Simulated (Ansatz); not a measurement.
Results of r²SCAN in Ansatz (plane waves, PAW) for fluorite HfO₂ (high-temperature phase).

Settings: plane-wave cutoff 600 eV, 8×8×8 k mesh, finite displacements, scalar-relativistic PAW data made under PBE.

Computed at the level's own relaxed cell.

**Question.** What does this level give for the high-frequency dielectric constant?

**Answer.** 
high-frequency dielectric constant: 4.91

Note: symmetry holds this phase in the static calculation, where it need not be a minimum; the run finds an imaginary mode (230i cm⁻¹), so the cell is a saddle point at this level.

Spin–orbit coupling is not included.

Cost on a shared machine: very roughly 5 core-minutes.

Ansatz is a program for electronic structure.
